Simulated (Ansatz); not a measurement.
Base system: AlRu in the CsCl type structure (space group Pm-3m, No. 221; a = 2.9770 Å; relaxed with 0.1 eV smearing). Axes: x, y, z lie along the cube axes.

Method: PBEsol (Ansatz, a quantum-chemistry and plane-wave program; PAW; 420 eV plane waves; no spin-orbit coupling).

Before the change:

The pressure comes out as 0.0 GPa.

Now apply this change: tensile biaxial strain of 1.67 % in the plane normal to [111], as in epitaxy on a mismatched substrate; the out-of-plane cell vector and the atoms relax.

Task: What does the calculation give for the pressure after the change?

Result: The pressure (mean of the normal stresses, compression positive) goes from zero to -4.7 GPa.

Task: Predict the new ratio −ε⊥/ε∥.

Result: The ratio −ε⊥/ε∥ comes out as 0.58.

Task: Estimate the effect on the energy relative to the base.

Result: The energy increases by 9.9 meV/atom.

Whether these cells are dynamically stable was not tested. The final runs are not spin-polarised.
